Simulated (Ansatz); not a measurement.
Results of PBE-D3(BJ) (PAW; Ansatz, a program for electronic structure) for Hg (R-3m, No. 166, 1 atom in the cell).

Run with plane-wave cutoff 520 eV, 20×20×20 k mesh, Fermi–Dirac smearing 0.05 eV, scalar-relativistic PAW data made under PBE.

Properties against volume:

Shape and atoms are relaxed at each volume.

```json
[
 {"V (Å³/atom)": "24.144", "P (GPa)": "1.10", "c (Å)": "6.702", "a (Å)": "3.533"},
 {"V (Å³/atom)": "24.647", "P (GPa)": "0.49", "c (Å)": "6.663", "a (Å)": "3.580"},
 {"V (Å³/atom)": "25.150", "P (GPa)": "0.01", "c (Å)": "6.628", "a (Å)": "3.626"},
 {"V (Å³/atom)": "25.653", "P (GPa)": "-0.35", "c (Å)": "6.578", "a (Å)": "3.676"},
 {"V (Å³/atom)": "26.156", "P (GPa)": "-0.65", "c (Å)": "6.510", "a (Å)": "3.731"}
]
```

Note: the relaxation could not lower the start's symmetry, so the cell can be a saddle point above a distorted one; the bulk modulus comes from volumes at which shape and atoms were relaxed.
